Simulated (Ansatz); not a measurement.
System: Mg (model structure, started from the diamond type, Fd-3m, No. 227, 2 atoms in the cell). Method: r²SCAN (plane waves, PAW; Ansatz, a program for electronic structure).

Settings: plane-wave cutoff 560 eV, 16×16×16 k mesh, Fermi–Dirac smearing 0.05 eV, scalar-relativistic PAW data made under PBE.

Cell (relaxed at this level):

```
Mg
1.0
    0.00000     3.42796     3.42796
    3.42796     0.00000     3.42796
    3.42796     3.42796     0.00000
Mg
2
Direct
  0.25000   0.25000   0.25000
  0.00000   0.00000   0.00000
```

Q: Estimate the bulk modulus B0 that the calculation returns.

A: 
* **bulk modulus B0**: 11.8 GPa

The run finds no gap.

Note: the bulk modulus is −V dP/dV from two relaxed cells at ±2 % in volume; the relaxation could raise the start's symmetry but not lower it, so the cell can be a saddle point.

Computed values are for the static lattice.

The result took around 60 core-seconds (rough).

A model structure was made by putting elements into a prototype or built by hand; it is no filed structure, need not be a known phase, and can be a saddle point held by its symmetry.
